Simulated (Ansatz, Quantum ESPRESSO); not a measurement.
**Code comparison for LuNi4Sn (P1, 6 atoms in the cell)**

Self-consistent single point, at a second geometry (atoms moved at random). First geometry:

```
LuNi4Sn
1.0
    0.00000     3.48219     3.48219
    3.48219     0.00000     3.48219
    3.48219     3.48219     0.00000
Lu Ni Sn
1 4 1
Direct
  0.00000   0.00000   0.00000
  0.62479   0.62479   0.62479
  0.12563   0.62479   0.62479
  0.62479   0.62479   0.12563
  0.62479   0.12563   0.62479
  0.25000   0.25000   0.25000
```

Second geometry:
```yaml
crystal:
  lattice:
    - [0.00000, 3.48219, 3.48219]
    - [3.48219, 0.00000, 3.48219]
    - [3.48219, 3.48219, 0.00000]
  atoms:
    - { symbol: Lu, position: [0.99768, 0.99804, 0.00417] }
    - { symbol: Ni, position: [0.63345, 0.61689, 0.61537] }
    - { symbol: Ni, position: [0.12526, 0.63163, 0.63015] }
    - { symbol: Ni, position: [0.63105, 0.64056, 0.11279] }
    - { symbol: Ni, position: [0.61311, 0.12331, 0.63535] }
    - { symbol: Sn, position: [0.24945, 0.23957, 0.25217] }
```

Shared settings, as Ansatz (a quantum-chemistry and plane-wave program) writes them: kpoints.mp_grid.grid = 6 6 6; scf.occupations.method = gaussian; scf.occupations.width = 0.136 eV. Potentials and cutoffs stand in the table.

```json
[
 {"code": "Quantum ESPRESSO", "model": "LDA (PZ), PSlibrary ultrasoft (LDA) pseudopotentials", "ΔF from the first geometry (meV/atom)": "10.6", "pressure (GPa)": "-10.26", "largest force (eV/Å)": "0.760", "cutoff": "55 Ry"},
 {"code": "Ansatz", "model": "LDA (PW92), PAW files made with PBE", "ΔF from the first geometry (meV/atom)": "10.4", "pressure (GPa)": "-9.22", "largest force (eV/Å)": "0.751", "cutoff": "default"}
]
```

Size of the force on each atom (eV/Å): Sizes of forces hide their directions.

| code | Lu1 | Ni2 | Ni3 | Ni4 | Ni5 | Sn6 |
|---|---|---|---|---|---|---|
| Quantum ESPRESSO | 0.093 | 0.448 | 0.295 | 0.760 | 0.568 | 0.298 |
| Ansatz | 0.082 | 0.422 | 0.292 | 0.751 | 0.558 | 0.289 |

On Ansatz's run: spin-orbit coupling is off. Spin polarisation is off.

The spread over the programs that give each value: ΔF from the first geometry within 0.2 meV/atom; pressure within 1.04 GPa; largest force within 0.009 eV/Å.

Ansatz's pressure is given at a fixed set of plane waves, as the other plane-wave codes print theirs; with its correction for the finite basis it is -9.15 GPa. The same LDA comes in different parametrisations, which differ slightly.

The starting cell comes from a database of computed structures (which also holds hypothetical and non-ambient phases and stackings), without a prior relaxation at this level. Its lattice was rescaled by a random factor within 2.5 % of one. For this run, on top of that: atoms moved at random.

Keys are those of Ansatz 0.2.
